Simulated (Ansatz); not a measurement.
Worked calculations on one periodic cell of amorphous Hf₁₈O₃₉Al₂: Hf18O39Al2, 59 atoms, volume 754.7 Å³, made by a melt-quench on the CHGNet potential and relaxed with DFT. O atoms were pushed apart under 1.9 Å during the dynamics, to hinder bonds among them. It is a model cell: composition and starting density were chosen by hand, and all elements were melted together. Cycles of charging were run to anneal it. Calculation: PBE, scalar-relativistic without spin-orbit coupling (plane waves to 420 eV, PAW; Ansatz, an electronic-structure program). Sampling: a 2×2×2 Γ-centred mesh; Fermi-Dirac width 0.02 eV; no spin polarisation. Its volume was held where the quench left it, its shape was free, and it stands at a mean pressure of 0.4 GPa with stress components up to 0.4 GPa; the relaxation ran on the zone centre alone. Its density went from a set 8.56 to 8.56 g/cm³. The cell is small and was quenched far faster than a real film, so it is one sample of the glass.

Q: Count formal charges (Hf +4, O -2, Al +3). What does the count lead one to expect at the Fermi level, and what does the calculation give?

A: 18 × (+4) + 39 × (-2) + 2 × (+3) = 0. The charges balance, so the anion-derived valence states can be full and a gap can open. On this mesh the highest filled and lowest empty level lie 4.05 eV apart, the PBE gap of this cell, with a localised state at one edge or both.

Four energies for an added electron at PBE on the zone centre alone (charged cells in a uniform background, spin-polarised): neutral at the neutral geometry -306284.519 eV; charged at the neutral geometry -306268.992 eV; charged and relaxed -306269.171 eV; neutral at the charged geometry -306284.134 eV.

Q: Find the two relaxation energies and their sum, the reorganisation energy.

A: On charging: -306268.992 − (-306269.171) = 0.179 eV. On discharging: -306284.134 − (-306284.519) = 0.385 eV. The sum is 0.564 eV. The carrier's level spreads over 11 of the 59 atoms' worth, so it counts as partly localised, most on one Hf atom with neighbours O 2.09 Å, O 2.10 Å, O 2.13 Å, O 2.17 Å, O 2.24 Å, O 2.29 Å, O 2.46 Å (neutral geometry). The values are uncorrected: the image energy of a point charge in this cell, 2.84 × 14.40 / (2 × 9.1) = 2.2 eV before screening, is screened by electrons alone at the fixed geometry and by ions too after relaxing, and the carrier can be spread before it relaxes, so each term can be off by up to that value times 1/ε∞, some tenths of an eV. PBE's self-interaction favours spread-out carriers, so a hybrid can localise more.

Four energies for a hole at PBE on the zone centre alone (charged cells in a uniform background, spin-polarised): neutral at the neutral geometry -306284.519 eV; charged at the neutral geometry -306295.870 eV; charged and relaxed -306296.180 eV; neutral at the charged geometry -306283.564 eV.

Q: Find the two relaxation energies and their sum, the reorganisation energy.

A: On charging: -306295.870 − (-306296.180) = 0.310 eV. On discharging: -306283.564 − (-306284.519) = 0.955 eV. The sum is 1.265 eV. The carrier's level spreads over 3 of the 59 atoms' worth, so it counts as localised, most on one O atom with neighbours Hf 1.94 Å, Hf 2.04 Å (neutral geometry). The values are uncorrected: the image energy of a point charge in this cell, 2.84 × 14.40 / (2 × 9.1) = 2.2 eV before screening, is screened by electrons alone at the fixed geometry and by ions too after relaxing, and the carrier can be spread before it relaxes, so each term can be off by up to that value times 1/ε∞, some tenths of an eV. PBE's self-interaction favours spread-out carriers, so a hybrid can localise more.
